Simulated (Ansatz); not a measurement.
Functionals compared on H on the 1x1 (0001) surface of hcp Co, ferromagnetic, one in a 2x2 cell, started at the site 'bridge Co-Co (span 2.5 Å)', in Ansatz (plane waves, PAW). The structure was relaxed with PBE; the other rows are single points on it, each with its references at the same level. Cutoff 420 eV.

Set-up: 17 atoms, 6.0 Å thick at the start under the adsorbate (thin: gaps and levels are the slab's own); mesh 7x7x1; 0.1 eV smearing; dipole correction on; 8 atoms held, the rest relaxed; symmetry of the start imposed; spin-polarised, no spin-orbit, no U, no dispersion correction. At the end it is bonded to 3 Co. In PBE it is, or lies within 0.03 eV of, the lowest of the starts that converged. These notes are the PBE run's. Adsorption energies are against ½ H2(g). A negative adsorption energy means that the adsorbate is more stable on the surface than in its reference.

```csv
functional,adsorption energy (eV),work function of the top face (eV),change of the work function (eV),magnetic moment of the cell (μB),rough cost of the single point
PBE,-0.54,4.94,-0.04,26.58,–
RPBE,-0.37,4.78,-0.03,26.80,around 9 core-minutes (rough)
```

Ansatz is an electronic-structure program.
